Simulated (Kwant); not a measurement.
Model system: wire with a row of barriers in a GaAs two-dimensional gas. Effective mass 0.067 mₑ, grid spacing 3.3 nm, hard walls, nominal width 100 nm (31 grid rows, so walls 105.6 nm apart), one parabolic valley, scattering region 330 nm long along x; energies count from the band bottom; Fermi energy swept from 0.00044899 to 0.0053318 eV. 2 barrier(s) across the wire, height 0.03 eV, thickness 9.9 nm (about 3 grid columns), spaced by 52.8 nm.

The device is made up for the run: typed textbook-type constants, with dimensions and the other settings drawn at random.

Kwant, effective-mass tight-binding model on a square grid, one spin, coherent transport at 0 K. Conductance is in e²/h.

**Question.** How many channels do the leads carry at E = 4.13, 4.16, 4.96 meV?

**Answer.** The hard-wall thresholds are n² ħ²π²/(2mW²) = n² × 0.503 meV with W = 105.6 nm. √(4.13/0.503) = 2.87, so 2. √(4.16/0.503) = 2.88, so 2. √(4.96/0.503) = 3.14, so 3.
